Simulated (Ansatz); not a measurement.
Start from PbTe in the rock salt structure (space group Fm-3m, No. 225; a = 6.442 Å). Axes: x, y, z lie along the cube axes.

Method: Kohn–Sham DFT with the PBEsol functional, run in Ansatz (an electronic-structure program) with PAW and 420 eV plane waves, no SOC.

Modification: the cell is stretched by 0.50 % along z with no lateral relaxation; the atoms relax in the strained cell.

### Question
Predict the stress tensor and what it implies for the stiffness.

### Answer
Stress of the strained cell less that of the base (GPa, compression positive):
```
  -0.02    0.00    0.00
   0.00   -0.02    0.00
   0.00    0.00   -0.61
```

Then −Δσ_ii/ε with ε = 0.0050 gives relaxed-ion elastic constants: C33 ≈ 122 GPa.

Whether these cells are dynamically stable was not tested.
